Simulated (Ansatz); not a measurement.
The (100) surface of fcc Rh in its 1x1 cell, outermost plane spacing 1.92 Å in the ideal cut

These are r2SCAN, at the PBE geometry (plane waves to 500 eV, PAW; Ansatz, an electronic-structure program) values and carry that method's errors.

Slab: 6 atoms, 9.6 Å thick at the start (thin: gaps and levels are the slab's own); k 14x14x1, smearing 0.1 eV, dipole-corrected; single point; on the structure that PBE left under its start's symmetry; no spin, no spin-orbit, no U.

```
Quantity                                                    Value
-----------------------------------  ----------------------------
surface energy (mean of both faces)                     2.64 J/m²
work function of the top face                             5.07 eV
cost                                 very roughly 40 core-seconds
```
